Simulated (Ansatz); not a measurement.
Given:

```
TaC
1.0
    0.00000     2.21978     2.21978
    2.21978     0.00000     2.21978
    2.21978     2.21978     0.00000
Ta C
1 1
Direct
  0.00000   0.00000   0.00000
  0.50000   0.50000   0.50000
```

The numbers are results of PBEsol, DFPT electron-phonon coupling, linearised Boltzmann equation (plane waves, PAW, scalar-relativistic; Ansatz, a quantum-chemistry and plane-wave program), not measurements. How the cell was made: relaxed with this functional, without spin-orbit coupling.

Question: What phonon-limited resistivity does this give at 300 K?

Answer: 15.0 μΩ·cm.

Question: How long is the mean free path there?

Answer: 4.7 nm, weighted by the current that each state carries. Wires not much wider than this gain resistivity from their walls.

A metal at this level (no band gap). Only scattering by harmonic phonons is included (no impurities, grain boundaries, electron-electron scattering or thermal expansion). Spin-orbit coupling is left out, which matters with elements this heavy. The squared frequency of the phonon mode least converged on the k mesh is uncertain by 23 %. Halving the electron mesh (32x32x32) moves the resistivity by up to 5 % at 300 K, the mean free path by up to 8 %. Smearing 0.20 eV; phonons on a 5x5x5 q mesh, which this run doesn't test.
